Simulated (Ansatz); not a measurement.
Au on the 1x1 (0001) surface of hcp Ti, one in a 2x2 cell, started at the site 'hollow Ti-Ti-Ti'

Level of theory: PBE (plane waves to 420 eV, PAW; Ansatz, a program for electronic structure).

Slab: 17 atoms, 6.8 Å thick at the start under the adsorbate (thin: gaps and levels are the slab's own); k 6x6x1, smearing 0.1 eV, dipole-corrected; 8 atoms held, the rest relaxed; symmetry of the start imposed; no spin, no spin-orbit, no U, no dispersion correction. At the end it is bonded to 3 Ti. In PBE it is, or lies within 0.03 eV of, the lowest of the starts that converged.

* **adsorption energy against an atom of fcc Au**: -27.5 kcal/mol
* **work function of the top face**: 4.09 eV
* **change of the work function**: -0.31 eV
* **change of the step from the bottom to the top vacuum level, against the clean slab**: -0.29 eV
* **energy released by relaxation**: 0.72 eV
* **height of the binding atom over the mean of the host atoms within 0.3 Å of the top one**: 1.963 Å
* **nearest host atoms of the binding atom**: Ti at 2.65 Å, Ti at 2.65 Å, Ti at 2.65 Å
* **largest move of a host atom**: 0.09 Å
* **cost**: roughly 5 core-minutes

A negative adsorption energy means that the adsorbate is more stable on the surface than in its reference.
